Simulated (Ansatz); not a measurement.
Defect calculation: S_Pb in rock-salt PbS

Level of theory: PBE, PAW (plane waves to 420 eV; Ansatz, an electronic-structure program). Cell: 64 sites, 2×2×2 repeats of a cell of 8 atoms; final energies on a 2×2×2 shifted mesh. Site at the start: the Pb site. Finite-size correction: monopole term and site-potential alignment. Dielectric constants: PBE linear response of the host. Host gap at this level: 0.49 eV. Finite-size and sampling errors can reach tenths of an eV here.  Spin–orbit coupling is left out, which matters for these heavy elements. Each state is the lowest found from its start.

Formation energies E_f are given with the Fermi level at the valence-band maximum. Chemical conditions: Pb-rich (Δμ(Pb) = 0.00 eV, Δμ(S) = -1.11 eV; only phases computed here count, gases as isolated molecules at 0 K); S-rich (Δμ(Pb) = -1.11 eV, Δμ(S) = 0.00 eV; only phases computed here count, gases as isolated molecules at 0 K). Reference phases: Pb: fcc Pb, S: S8 molecule in a box.

In at least one state atoms left their starting sites on relaxation (a large move, or an atom on the emptied site), so the name describes the start.

Charges with a result: +2, +1, 0, −1. Others weren't obtained, and one of them could lie lower, also by skipping a charge.

```
charge         moment (μB)  largest move off a lattice site (Å)  image correction with alignment (eV)  E_f, Pb-rich (eV)  E_f, S-rich (eV)
------  ------------------  -----------------------------------  ------------------------------------  -----------------  ----------------
+2†     not spin-polarised                                 0.72                                 -0.21                  –                 –
+1†                    1.0                                 0.73                                 -0.11                  –                 –
0†      not spin-polarised                                 0.71                                  0.00               4.29              2.07
−1†                    1.0                                 1.58                                  0.16                  –                 –
```

† Not settled in this cell, so no level is given: charge +2: carriers not clearly localised, level within 0.1 eV of a band edge or past it; charge +1: carriers not clearly localised; charge 0: a level filled in part, carriers not clearly localised, level within 0.1 eV of a band edge or past it; charge −1: a level filled in part, carriers not clearly localised.

Flagged in the runs: a strain field that reaches the edge of the cell.

All states together cost around 5 core-hours (rough).
